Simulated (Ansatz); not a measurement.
Input and output of a self-consistent single point for VAs2 (Cm, 6 atoms in the cell) (Ansatz, a first-principles code).

Method: PBEsol, default PAW files made with PBE (plane waves; Ansatz).

The change in words: lattice scaled by 0.98; kpoints.mp_grid.grid: 7 7 3 → 8 8 4; scf.occupations.width: 0.1 eV → 0.05 eV. Reference geometry:
```xyz
6
Lattice="4.4974 -1.6350 0.0000 4.4974 1.6350 0.0000 -3.7136 0.0000 6.4433" Properties=species:S:1:pos:R:3 pbc="T T T"
V      4.6131     0.0000     5.2394
V      0.6682     0.0000     1.2539
As     2.0348     0.0000     5.7698
As     3.2466     0.0000     0.6735
As    -0.6587     0.0000     3.4461
As     5.9400     0.0000     2.9972
```

Reference input (self-consistent single point, DFT, PBEsol, plane waves, default PAW files made with PBE): basis.ecutwfc = 420 eV; kpoints.mp_grid.grid = 7 7 3; hamiltonian.xc = pbesol; hamiltonian.pseudopotentials = {kind: paw} (the program's default PAW files); scf.occupations.method = fermi_dirac; scf.occupations.width = 0.1 eV. This run's input differs from it in these lines:

Ansatz 0.2 input:
```diff
@@ -3,5 +3,5 @@
   lattice:
-    - [4.497450, -1.635019, 0.000000]
-    - [4.497450, 1.635019, 0.000000]
-    - [-3.713558, 0.000000, 6.443285]
+    - [4.407501, -1.602319, 0.000000]
+    - [4.407501, 1.602319, 0.000000]
+    - [-3.639287, 0.000000, 6.314419]
   atoms:
@@ -17,3 +17,3 @@
   mp_grid:
-    grid: [7, 7, 3]
+    grid: [8, 8, 4]
 hamiltonian:
@@ -25,3 +25,3 @@
     method: fermi_dirac
-    width: 0.1
+    width: 0.05
 output:
```

Output (repeated stretches shortened):

```
SCF iter   1: F=—  HF=-25025.350969 eV  |F-HF|=—  |Δ(HF+E_count)|=         —  Δρ=9.20e-3  dr2=5.53e-2  ethr=1.77e-3  ⟨swp⟩=6.2  Hψ=13595  notcnv=0  defer=20
all-band conjugate gradients solve this SCF's bands
preconditioner: auto → Kerker (q_TF=auto, 2.712 Å⁻¹)
SCF iter   2: F=—  HF=-25025.344810 eV  |F-HF|=—  |Δ(HF+E_count)|=   6.16e-3  Δρ=4.39e-3  dr2=1.23e-2  ethr=6.43e-5  ⟨swp⟩=2.0  Hψ=5196  notcnv=0  defer=156
   [... lines left out ...]
SCF iter   4: F=—  HF=-25025.343966 eV  |F-HF|=—  |Δ(HF+E_count)|=   4.16e-5  Δρ=2.56e-4  dr2=7.52e-5  ethr=3.85e-7  ⟨swp⟩=2.0  Hψ=6625  notcnv=0  defer=156
SCF iter   5: F=—  HF=-25025.343942 eV  |F-HF|=—  |Δ(HF+E_count)|=   2.43e-5  Δρ=8.29e-5  dr2=1.05e-5  ethr=8.74e-8  ⟨swp⟩=2.0  Hψ=6632  notcnv=0  defer=156
SCF iter   6: F=—  HF=-25025.343939 eV  |F-HF|=—  |Δ(HF+E_count)|=   2.71e-6  Δρ=2.11e-5  dr2=5.37e-7  ethr=1.23e-8  ⟨swp⟩=2.0  Hψ=4896  notcnv=0  defer=156
SCF iter   7: F=-25025.343939 eV  HF=-25025.343939 eV  |F-HF|=2.80e-8  |Δ(HF+E_count)|=   5.33e-8  Δρ=6.41e-6  dr2=4.93e-8  ethr=1.16e-10  ⟨swp⟩=8.0  Hψ=14428  notcnv=0
SCF 1 converged in 7 iterations: F = -25025.343939 eV  dr2 = 4.93e-8
Free energy (F): -25025.343939 eV
Internal energy: -25025.336480 eV  (E = F + TS)
E sigma→0 (E₀):  -25025.340210 eV
Entropy (-TS):   -0.007459 eV (-1.243 meV/atom)
Fermi energy:    15.917952 eV
--- Forces (eV/Å), atoms counted from 1 ---
  atom   1  V     -0.02060128     0.00000000    -0.86226288
  atom   2  V      0.05287536     0.00000000     0.08836968
  atom   3  As     0.33740975     0.00000000    -0.28678524
  atom   4  As    -0.42425944    -0.00000000     0.62710560
  atom   5  As     0.00606496    -0.00000000     0.19795547
  atom   6  As     0.04854104    -0.00000000     0.23564427
--- Stress (GPa, compression-positive) ---
        9.459148       0.000000       0.110481
        0.000000       6.273284      -0.000000
        0.110482      -0.000000       8.162735
  P = ⅓ Tr σ = 7.9651 GPa (79.651 kbar)
  The stress holds the Pulay correction. Without it, at fixed plane waves, as pw.x and ABINIT print it: P = 7.9225 GPa
```

The run converged in 7 iterations. Against the reference run the free energy goes up by 19.9 meV/atom, the pressure goes from -1.47 to 7.97 GPa and the largest force goes from 0.735 to 0.863 eV/Å.

The starting cell comes from a database of computed structures (which also holds hypothetical and non-ambient phases and stackings), without a prior relaxation at this level. Its lattice was rescaled by up to half a per cent. One atom was moved a little off its site on purpose. For this run, on top of that: lattice scaled by 0.98. Spin polarisation is off, so a magnetic state, if there is one, cannot be reached. With a pressure of about 8 GPa the cell is away from its equilibrium volume at this level. Ansatz's pressure includes its estimate of the finite-basis (Pulay) stress.
